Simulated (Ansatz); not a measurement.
Levels about the gap of amorphous Hf18O37Na2 (57 atoms in a cell of 740 Å³, 8.64 g/cm³; zone centre alone, so wide bands show as single levels with stretches between that a denser mesh fills), at the geometry that PBE relaxed, where it gives 0.8 GPa on a denser mesh. The participation number counts the atoms over which a state spreads; weights are charges in smoothed Voronoi cells. The levels come from a single point, so bond lengths are those of that geometry. Method of the levels: PBE, scalar-relativistic without spin-orbit coupling (Ansatz, a program for electronic structure). Sampling: the zone centre alone; Fermi-Dirac width 0.02 eV; no spin polarisation. At PBE the levels at the filled edge of the gap are localised (band-tail or defect states).

A CHGNet melt-quench gave the starting glass, which DFT then relaxed. O atoms were pushed apart under 1.9 Å during the dynamics, to hinder bonds among them. The hot cell started wider than the set density and was brought back towards it in steps. It is the lowest in DFT energy of 2 quenches. It is a model cell: composition and starting density were chosen by hand, and all elements were melted together. No dispersion term was used. Its density started from a set value of 8.64 and ended at 8.64 g/cm³. The simulated quench (nominally 450 K/ps over its main leg) is rapid and tends to freeze in more defects than a deposited or slowly cooled glass has. A cell of this size samples the disorder only roughly. The volume was held where the preparation left it and the shape relaxed, at a PBE pressure of 0.8 GPa. Stress components on the final sampling reach 0.9 GPa. On a 2×2×2 Γ-centred mesh force components of up to 0.12 eV/Å stay, since the relaxation ran on the zone centre alone.

```csv
"E - E(highest filled), eV",filling,participation number,largest on,weight O,weight Hf,weight Na
-0.33,filled,21.4,"O, 3 neighbours",0.95,0.05,0.01
-0.28,filled,12.7,"O, 4 neighbours",0.94,0.05,0.01
-0.25,filled,15.9,"O, 2 neighbours",0.94,0.05,0.00
-0.17,filled,11.6,"O, 3 neighbours",0.94,0.06,0.00
-0.10,filled,17.2,"O, 3 neighbours",0.94,0.06,0.00
-0.03,filled,10.5,"O, 4 neighbours",0.94,0.06,0.00
0.00,filled,6.8,"O, 3 neighbours",0.94,0.05,0.01
4.20,empty,25.2,"Hf, 7 neighbours",0.43,0.55,0.02
4.25,empty,23.6,"Hf, 6 neighbours",0.49,0.48,0.02
4.31,empty,23.4,"Hf, 6 neighbours",0.38,0.61,0.01
4.47,empty,25.4,"Hf, 7 neighbours",0.42,0.55,0.02
4.55,empty,24.0,"Hf, 7 neighbours",0.40,0.59,0.01
4.60,empty,23.7,"Hf, 7 neighbours",0.38,0.60,0.01
4.77,empty,24.1,"Hf, 6 neighbours",0.37,0.62,0.00
```

Most localised among these is the filled level at +0.00 eV, on a O atom, which has 3 neighbours (Hf 2.09 Å, Hf 2.10 Å, Hf 2.12 Å).
